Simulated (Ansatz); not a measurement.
Defect migration in monoclinic ZrO2 with all lengths changed by +1 %: interstitial O, charge state -2. Computed with PBE, PAW (plane waves to 420 eV; Ansatz, a first-principles code).

96-site cell at the strained lattice (strain from the relaxed PBE one, atoms relaxed), the Γ point alone, smearing 0.01 eV, spin-restricted, no finite-size correction. Static, classical nuclei. The charge state is imposed; whether it is stable for some Fermi level was not computed. Sites that were not tried may lie lower.

Barriers: single points on a 2×2×2 k-point mesh shifted by half a step at the bands' geometries.

Relaxed starting cell (atoms counted from 1):

```
Zr32O65
1.0
   10.48246     0.00000     0.00000
    0.00000    10.58838     0.00000
   -1.82515     0.00000    10.71086
Zr O
32 65
Direct
  0.13805   0.22669   0.35656
  0.13709   0.22678   0.85545
  0.13735   0.72625   0.35680
  0.14028   0.72983   0.85198
  0.63553   0.22239   0.36318
  0.64042   0.23213   0.85488
  0.63154   0.73108   0.35716
  0.63911   0.72032   0.86314
  0.36197   0.27164   0.14618
  0.36304   0.27431   0.64364
  0.36492   0.77823   0.13031
  0.37784   0.78263   0.64826
  0.86415   0.27294   0.14754
  0.85920   0.26688   0.64395
  0.86381   0.77499   0.14745
  0.86181   0.77460   0.64461
  0.36170   0.47926   0.39502
  0.36155   0.47599   0.89434
  0.36210   0.96781   0.38357
  0.37580   0.97553   0.87782
  0.86114   0.47697   0.39781
  0.86699   0.47676   0.89605
  0.86221   0.97899   0.39847
  0.86092   0.97664   0.89427
  0.13833   0.02359   0.10168
  0.14097   0.02271   0.60572
  0.13858   0.52438   0.10582
  0.13750   0.52439   0.60599
  0.63820   0.02516   0.10681
  0.60420   0.00889   0.61357
  0.63705   0.52073   0.10956
  0.63854   0.52237   0.60850
  0.03168   0.09035   0.42873
  0.03041   0.08843   0.92753
  0.02912   0.58929   0.42792
  0.03247   0.59031   0.92898
  0.52459   0.08449   0.43320
  0.53696   0.09298   0.92606
  0.53073   0.58947   0.42548
  0.53950   0.57184   0.92804
  0.46775   0.40926   0.07751
  0.46410   0.41967   0.57517
  0.47044   0.91732   0.06273
  0.48777   0.85802   0.52281
  0.97104   0.41184   0.07548
  0.96612   0.41003   0.57395
  0.96927   0.91073   0.07284
  0.97100   0.91189   0.57415
  0.46660   0.33574   0.32845
  0.46533   0.33571   0.82526
  0.47274   0.84957   0.29505
  0.45787   0.80028   0.84857
  0.96910   0.33903   0.32490
  0.96829   0.33761   0.82409
  0.97053   0.84017   0.32413
  0.96680   0.83933   0.82224
  0.03175   0.16105   0.17813
  0.02881   0.15971   0.67749
  0.03092   0.66072   0.17961
  0.02919   0.66109   0.67695
  0.53053   0.15902   0.18248
  0.54260   0.18459   0.66998
  0.53116   0.66176   0.17204
  0.53597   0.65871   0.68297
  0.22562   0.37468   0.48466
  0.22628   0.37340   0.98529
  0.23001   0.87884   0.48159
  0.22803   0.87372   0.97987
  0.72418   0.37032   0.48706
  0.73135   0.37051   0.98800
  0.73455   0.86707   0.48364
  0.72742   0.87076   0.98630
  0.27144   0.13243   0.01430
  0.27200   0.13358   0.51383
  0.27398   0.62796   0.01210
  0.26965   0.63322   0.51380
  0.77544   0.12790   0.02029
  0.76983   0.12696   0.51528
  0.77380   0.62841   0.02062
  0.77171   0.62607   0.51966
  0.27147   0.11957   0.26241
  0.26758   0.12444   0.76306
  0.27189   0.62087   0.26430
  0.26939   0.61550   0.76416
  0.77199   0.12374   0.26850
  0.77317   0.12076   0.77117
  0.76960   0.62405   0.27081
  0.77576   0.61953   0.76924
  0.22717   0.37790   0.23528
  0.22564   0.37714   0.73469
  0.22810   0.87571   0.22896
  0.22058   0.87305   0.73188
  0.72804   0.37878   0.23839
  0.72885   0.37971   0.73731
  0.72952   0.88201   0.23500
  0.72276   0.87446   0.73665
  0.44620   0.96987   0.70110
```
Cell charge -2.

End state 1 differs by these moves (Å; atoms that move under 0.08 Å are left out):

```tsv
atom	element	Δx	Δy	Δz
5	Zr	-0.02	-0.01	0.09
6	Zr	-0.19	-0.16	-0.01
11	Zr	-0.02	-0.01	0.09
12	Zr	-0.19	-0.16	-0.01
19	Zr	-0.03	0.07	0.12
20	Zr	0.19	0.16	0.11
29	Zr	-0.03	0.07	0.12
30	Zr	0.19	0.16	0.11
38	O	-0.36	0.52	0.57
40	O	-0.04	0.09	-0.02
42	O	-0.04	0.09	-0.02
44	O	-0.36	0.52	0.57
50	O	0.00	0.06	-0.07
51	O	-0.08	-0.09	0.26
52	O	0.02	0.16	-0.18
61	O	-0.08	-0.09	0.26
62	O	0.02	0.16	-0.18
64	O	0.00	0.06	-0.07
67	O	-0.06	-0.07	0.00
71	O	-0.07	0.00	0.04
73	O	-0.07	0.00	0.04
77	O	-0.06	-0.07	0.00
82	O	0.10	0.01	0.02
86	O	0.07	0.06	-0.01
92	O	0.07	0.06	-0.01
96	O	0.10	0.01	0.02
97	O	0.94	0.63	1.07
```

**Question.** Estimate the forward and backward barriers to end state 1 that PBE, PAW returns for this input.

**Answer.** forward 0.44 eV, backward 0.44 eV; at the saddle point atom 97 has neighbours 2 O at 2.47, 2 O at 2.52; 2 Zr at 2.00 Å. The saddle point's order was not checked, and it lies on a symmetry element of the cell, where a band can be held.

End state 2 differs by these moves (Å; atoms that move under 0.08 Å are left out):

| atom | element | Δx | Δy | Δz |
|---|---|---|---|---|
| 5 | Zr | 0.02 | 0.08 | -0.04 |
| 7 | Zr | 0.07 | -0.06 | 0.00 |
| 8 | Zr | -0.37 | 0.22 | 0.00 |
| 11 | Zr | 0.12 | -0.04 | -0.03 |
| 12 | Zr | -0.14 | 0.00 | -0.16 |
| 14 | Zr | 0.01 | 0.07 | 0.04 |
| 20 | Zr | -0.01 | -0.08 | 0.22 |
| 22 | Zr | -0.08 | 0.07 | -0.02 |
| 29 | Zr | 0.00 | 0.05 | 0.07 |
| 30 | Zr | 0.30 | 0.11 | -0.07 |
| 32 | Zr | -0.04 | 0.06 | 0.05 |
| 37 | O | 0.09 | 0.04 | -0.12 |
| 40 | O | 0.05 | -0.06 | -0.09 |
| 43 | O | -0.20 | 0.35 | 0.38 |
| 44 | O | -0.20 | 0.45 | 0.24 |
| 51 | O | -0.06 | -0.17 | 0.19 |
| 52 | O | -0.31 | -0.21 | 1.10 |
| 61 | O | 0.10 | 0.21 | -0.05 |
| 62 | O | -0.13 | -0.25 | 0.06 |
| 63 | O | 0.06 | -0.05 | 0.04 |
| 64 | O | -0.12 | 0.08 | 0.00 |
| 68 | O | -0.08 | 0.04 | 0.02 |
| 88 | O | -0.05 | 0.04 | -0.04 |
| 92 | O | 0.10 | -0.02 | 0.00 |
| 96 | O | 0.13 | 0.09 | -0.03 |
| 97 | O | 0.31 | -0.82 | 0.77 |

**Question.** What is the computed forward and backward barriers to end state 2 (PBE, PAW)?

**Answer.** forward 0.26 eV, backward 0.26 eV; at the saddle point atom 97 has neighbours O at 2.38, O at 2.45, O at 2.69, O at 2.71, 2 O at 2.72; Zr at 2.10, Zr at 2.18, Zr at 2.20 Å. The saddle point's order was not checked.
